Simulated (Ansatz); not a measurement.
The starting structures come from a database of crystals and need not be the phases stable at ambient conditions.

Tunnelling through a barrier is set by its complex band structure: the current falls as exp(−2κd) with the smallest κ.

Here is the system:

```xyz
2
Lattice="3.4077 0.0000 0.0000 0.0000 3.4077 0.0000 1.7039 1.7039 2.3373" Properties=species:S:1:pos:R:3 pbc="T T T"
B      3.4077     1.7039     1.1687
As     0.0000     0.0000     0.0000
```

Space group of this cell: I-4m2. The cell is strained (lengths along the current scaled by 0.97, ions clamped); by r2SCAN its mean pressure is 1.2 GPa.

Transport runs along the normal of the first two printed cell vectors, the (001) (indices of the unstrained crystal) plane of the conventional cell.

The gap is the functional's own, uncorrected, and κ follows it; spin-orbit coupling is left out. Mid-gap values are interpolated between the computed energies.

### Question
State the band gap and the smallest decay constant κ at mid-gap according to r2SCAN (Ansatz, an electronic-structure program).

### Answer
Gap 0.90 eV on a 12×12×12 mesh; κ = 0.153 1/Å, at the zone centre.
